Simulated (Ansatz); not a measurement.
Tunnelling through a barrier is set by its complex band structure: the current falls as exp(−2κd) with the smallest κ.

Given:

```
CELL_PARAMETERS angstrom
      4.34609     0.00000     0.00000
     -2.17305     3.76382     0.00000
      0.00000     0.00000     7.08984
ATOMIC_POSITIONS crystal
  Cd 0.66667 0.33333 0.49995
  Cd 0.33333 0.66667 0.99995
  Se 0.66667 0.33333 0.87591
  Se 0.33333 0.66667 0.37591
```

Space group of this cell: P6_3mc, wurtzite. The cell is taken as given.

Transport runs along the normal of the first two printed cell vectors, the (001) plane of the conventional cell.

No gap correction and no spin-orbit coupling; mid-gap values are interpolated between computed energies.

Give the band gap and the smallest decay constant κ at mid-gap that r2SCAN (Ansatz, a quantum-chemistry and plane-wave program) yields.

Gap 1.09 eV on a 12×12×4 mesh; κ = 0.082 1/Å, at the zone centre.
